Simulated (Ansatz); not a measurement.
```
CELL_PARAMETERS angstrom
      4.94899     0.00000     0.00000
     -2.47450     4.28595     0.00000
      0.00000     0.00000     5.52310
ATOMIC_POSITIONS crystal
  Si 0.00000 0.47324 0.33333
  Si 0.52676 0.52676 0.00000
  Si 0.47324 0.00000 0.66667
  O  0.26225 0.41326 0.20968
  O  0.58674 0.84898 0.87635
  O  0.73775 0.15102 0.45698
  O  0.84898 0.58674 0.12365
  O  0.41326 0.26225 0.79032
  O  0.15102 0.73775 0.54302
```

No spin polarisation.

All numbers come from DFT with PBEsol, PAW potentials and a 420 eV plane-wave cutoff in Ansatz (a first-principles code), spin-orbit coupling left out. Settings: 8×8×6 k-points, 0.05 eV Fermi–Dirac smearing.

Predict the smallest direct gap and gap character.


```json
{
  "smallest_direct_gap": "6.00 eV",
  "gap_character": "indirect, K → Γ"
}
```

The cells carry an imposed strain or load. No phonon test of stability was made. The cell was made from SiO₂ (space group P3_221, No. 154) by this change: uniaxial strain ε_zz = +1.50 %.
